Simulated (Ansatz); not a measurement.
What biaxial strain −1.50 %, plane normal [001], relaxed out of plane does to BN

Start from BN in the zinc blende structure (space group F-43m, No. 216; a = 3.5805 Å). Axes: x, y, z lie along the cube axes.

Perturbation: compressive biaxial strain of 1.50 % in the plane normal to [001], as in epitaxy on a mismatched substrate; the out-of-plane cell vector and the atoms relax.

Method: DFT with LDA, PAW potentials and a 420 eV plane-wave cutoff in Ansatz (a first-principles code), scalar-relativistic without spin-orbit coupling. k-mesh 16×16×16 (Γ-centred); smearing 0.05 eV (Fermi–Dirac).

```json
[
 {"quantity": "volume per atom", "base": "5.74 Å³", "changed": "5.61 Å³", "shift": "-0.13 Å³"},
 {"quantity": "space group", "base": "F-43m (No. 216)", "changed": "I-4m2 (No. 119)", "shift": "–"},
 {"quantity": "shortest interatomic distance", "base": "1.550 Å", "changed": "1.539 Å", "shift": "-0.0118 Å"},
 {"quantity": "energy relative to the base (free energy F)", "base": "0 meV/atom", "changed": "+7.7 meV/atom", "shift": "+7.7 meV/atom"},
 {"quantity": "pressure (mean of the normal stresses, compression positive)", "base": "-0.01 GPa", "changed": "9.77 GPa", "shift": "+9.78 GPa"},
 {"quantity": "band gap", "base": "4.39 eV", "changed": "4.21 eV", "shift": "-0.18 eV"},
 {"quantity": "gap character", "base": "–", "changed": "indirect, Γ → X", "shift": "–"},
 {"quantity": "smallest direct gap", "base": "8.83 eV", "changed": "8.81 eV", "shift": "-0.02 eV"},
 {"quantity": "electron mass", "base": "0.90 mₑ along k, 0.30 mₑ across (at X)", "changed": "0.87 mₑ along k, 0.30 mₑ across (at X)", "shift": "–"},
 {"quantity": "valence-band top at Γ (three highest levels, from the VBM)", "base": "0.00, 0.00, 0.00 eV", "changed": "0.00, 0.00, -0.24 eV", "shift": "–"},
 {"quantity": "valley order (the lowest conduction-band minima on the path, energy above the VBM, named in the base's zone)", "base": "X along ⟨100⟩ 4.39 eV", "changed": "X along [010] 4.21 eV; X along [001] 4.62 eV", "shift": "–"},
 {"quantity": "out-of-plane strain", "base": "–", "changed": "+0.69 %", "shift": "–"},
 {"quantity": "ratio −ε⊥/ε∥", "base": "–", "changed": "0.46", "shift": "–"},
 {"quantity": "mean in-plane stress (compression positive)", "base": "–", "changed": "+14.7 GPa", "shift": "–"}
]
```

Final structure (turned so that z lies along the plane normal):

```
CELL_PARAMETERS angstrom
      2.49385     0.00000     0.00000
      0.00000     2.49385     0.00000
      1.24692    -1.24692     1.80266
ATOMIC_POSITIONS crystal
  B  0.00000 0.00000 0.00000
  N  0.75000 0.75000 0.50000
```

Masses are band curvatures over ±0.01 Å⁻¹ around the edge. Along k means along the line from Γ to the band edge. Stability against distortions was not tested. Labels are those of the standard path for the cell's own space group.
